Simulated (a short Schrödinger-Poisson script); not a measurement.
## Gated Al0.4Ga0.6As/GaAs modulation-doped gas in a quantum well

Stack: gated Al0.4Ga0.6As/GaAs modulation-doped gas in a quantum well, at 300 K.

```
layer      material  thickness (nm)  Nd (cm⁻³)  Na (cm⁻³)
-----  ------------  --------------  ---------  ---------
1      Al0.4Ga0.6As              15          -          -
2      Al0.4Ga0.6As              20       1e18          -
3      Al0.4Ga0.6As               3          -          -
4              GaAs              15          -          -
5      Al0.4Ga0.6As            4000          -       5e15
```

Constants are typed, rounded textbook-type inputs, not results; the design itself was drawn at random and stands for no fabricated device. Al0.4Ga0.6As: permittivity 11.76, conduction-band edge (eV) 0.316, gap (eV) 1.923, electron mass (mₑ) 0.1002, Nv at 300 K (cm⁻³) 9e18. GaAs: permittivity 12.9, conduction-band edge (eV) 0, gap (eV) 1.424, Nv at 300 K (cm⁻³) 9e18.

Channel valleys (confinement mass, in-plane density-of-states mass, number): Γ 0.067, 0.067, 1. At the gate the conduction-band edge of layer 1 lies 1.07 eV − eVg above the Fermi level of the channel; the field vanishes at the back. The barrier under the gate holds no holes. Gaps are held at their typed values at every temperature. Mesh 0.08 nm at interfaces.

Solved with a short Schrödinger-Poisson script written for these runs: 1D Poisson equation in equilibrium, electrons quantum, Hartree (BenDaniel-Duke, 40 states a valley, the channel's in-plane mass for all, wave functions free to enter the barrier), parabolic valleys, classical holes, full ionisation, no traps, pinning or gate leakage.

```tsv
Vg (V)	electrons (cm⁻²)	in the channel layer	C (μF/cm²)	Γ E0 (meV)	Γ E1 (meV)
0.5	4.80e11	4.68e11	0.230	6.3	64.2
0.45	4.09e11	3.99e11	0.227	11.6	68.9
0.4	3.39e11	3.32e11	0.222	17.5	74.3
0.35	2.71e11	2.66e11	0.216	24.3	80.6
0.3	2.06e11	2.02e11	0.207	32.4	88.3
0.25	1.44e11	1.42e11	0.194	42.6	98.0
0.2	8.85e10	8.70e10	0.171	56.1	111.2
0.15	4.28e10	4.22e10	0.132	75.5	130.3
0.1	1.40e10	1.38e10	0.0736	104.9	159.5
0.05	3.00e9	2.95e9	0.0321	144.9	199.3
0	5.28e8	5.20e8	0.0200	189.8	244.1
-0.05	8.87e7	8.74e7	0.0180	236.0	290.1
-0.1	1.48e7	1.46e7	0.0179	282.2	336.2
-0.15	2.48e6	2.44e6	0.0182	328.5	382.3
```

Gate voltages with under 1e6 electrons/cm² are left out.

Subbands count from the Fermi level.
